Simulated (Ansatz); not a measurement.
The reference is GaSb in the zinc blende structure (space group F-43m, No. 216; a = 6.1324 Å).

Levels (all Ansatz, a first-principles code, PAW): r2SCAN (500 eV, spin-orbit coupling left out); HSE06 (420 eV, without spin-orbit coupling).

Its gap is 0.41 eV with r2SCAN and 0.77 eV with HSE06.

One thing is altered: hydrostatic tension (pressure −2 GPa).

With r2SCAN the gap becomes 0.10 eV.

### Question
If the HSE06 correction stayed the same, what would the HSE06 gap be, and what does the HSE06 run give?

### Answer
A rigid correction of +0.36 eV gives 0.46 eV. The HSE06 run gives 0.43 eV, so the two effects roughly add.

Single points use the geometry relaxed with r2SCAN. With Sb present, leaving out spin-orbit coupling can change the band edges. Load acts through the strain it causes; cell and atoms are relaxed under it. No phonon test of stability was made. A zero or small gap of GaSb under pressure −2 GPa can be the functional's error rather than a property of the material.
